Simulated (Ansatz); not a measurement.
The parent structure is Rh2O3 in the corundum structure (space group R-3c, No. 167; a = 5.109 Å, c = 13.822 Å (hexagonal axes)).

All numbers come from PBEsol in Ansatz (plane waves to 420 eV, PAW, spin-orbit coupling left out).

For the base:

| Quantity | Value |
|---|---|
| Lattice parameter a | 5.109 Å |
| c/a ratio | 2.705 |

It is then changed as follows: cell and atoms relaxed at a pressure of 7.5 GPa.

**Question.** Predict the new lattice parameter a and c/a ratio.

**Answer.** The lattice parameter a shrinks by 0.0365 Å (5.109 Å → 5.072 Å); the c/a ratio falls by 0.0168 (2.705 → 2.689).

Load acts through the strain it causes; cell and atoms are relaxed under it. No phonon test of stability was made. No other phases were tried under pressure.

Ansatz is a program for electronic structure.
